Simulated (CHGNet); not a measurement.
# L1₂ (Cu3Au-type) Pt3Ti

Level of theory: the machine-learned potential CHGNet-r²SCAN (trained on r²SCAN data).

Cell (relaxed at this level):

```
CELL_PARAMETERS angstrom
      3.92471     0.00000     0.00000
      0.00000     3.92471     0.00000
      0.00000     0.00000     3.92471
ATOMIC_POSITIONS crystal
  Ti 0.00000 0.00000 0.00000
  Pt 0.00000 0.50000 0.50000
  Pt 0.50000 0.00000 0.50000
  Pt 0.50000 0.50000 0.00000
```

* **lattice constant a**: 3.925 Å
* **volume per atom**: 15.11 Å³/atom

Measured, for comparison: lattice constant a 3.916 Å, equilibrium volume per atom 15.01 Å³/atom (temperature not stated, not corrected to a static lattice; as tabulated in Molecular Dynamics Simulations of PtTi High-Temperature Shape Memory Alloys …). Computed (rounded) less measured: lattice constant a +0.2 %, equilibrium volume per atom +0.7 %.

A machine-learned potential is trained on density-functional data: it inherits that level's misses and adds fitting errors of its own.

Note: the model gives imaginary modes for this phase (in the spectrum interpolated from a supercell).
